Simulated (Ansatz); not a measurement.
An Ansatz (a quantum-chemistry and plane-wave program) input (PBEsol (Ansatz; PAW; 420 eV plane waves; spin-orbit coupling left out)):

Ansatz 0.2 input:
```yaml
crystal:
  lattice:
    - [0, 2.6380497841, 2.6380497841]
    - [2.6380497841, 0, 2.6380497841]
    - [2.6380497841, 2.6380497841, 0]
  atoms:
    - { symbol: Sr, position: [0, 0, 0] }
    - { symbol: O, position: [0.5, 0.5, 0.5] }
basis: { ecutwfc: 420, ecutrho_ratio: 4, xc_grid: 2, fft_grid_basis: typed }
kpoints: { mp_grid: { grid: [11, 11, 11] } }
hamiltonian:
  xc: pbesol
  dispersion: none
  pseudopotentials: { kind: paw }
scf: { occupations: { method: fermi_dirac, width: 0.05 }, convergence: { dr2_threshold: 0.0000000002 } }
relax: { f_tol: 0.005, max_steps: 50 }
output: { forces: true, stress: true }
checkpoint: { write: state.ck, write_every: 1000 }
```

Task: Which symmetry and how many k-points will the program report, and about how many plane waves at Γ?

Result: Space group Fm-3m (ITA 225) with 48 operations, k-points 56 of 1331, and 725 plane waves at Γ.

Task: And the final pressure?

Result: -6.81 GPa (compression positive).

The cells carry an imposed strain or load. Whether these cells are dynamically stable was not tested. The cell was made from SrO in the rock salt structure (space group Fm-3m, No. 225) by this change: isotropic strain +3.00 %.
